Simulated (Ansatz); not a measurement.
NH3 on the 1x1 (110) surface of 3C silicon carbide (cut with top plane C + Si), one in a 2x2 cell, started at the site 'hollow C-C-Si-Si'

Host crystal: 3C silicon carbide, with a band gap (PBE, scalar-relativistic without spin-orbit coupling).

Calculation: r2SCAN, at the PBE geometry (plane waves to 500 eV, PAW; Ansatz, a program for electronic structure).

Set-up: 52 atoms, 7.7 Å thick at the start under the adsorbate (thin: gaps and levels are the slab's own); mesh 3x3x1; 0.01 eV smearing; dipole correction on; single point; no symmetry held, on the structure that PBE left; no spin, no spin-orbit, no U, no dispersion correction. At the end it is bonded to Si. In PBE it is, or lies within 0.03 eV of, the lowest of the starts that converged; the order may differ at this level.

adsorption energy against NH3(g) at the same level: -48.6 kcal/mol
change of the step from the bottom to the top vacuum level, against the clean slab: -1.51 eV
height of the binding atom over the mean of the host atoms within 0.3 Å of the top one: 148.9 pm
nearest host atoms of the binding atom: Si at 1.90 Å, C at 2.92 Å, C at 3.00 Å
note: in the relaxation the adsorbate left its starting site by 0.8 Å
cost: very roughly 4 core-minutes

A negative adsorption energy means that the adsorbate is more stable on the surface than in its reference.
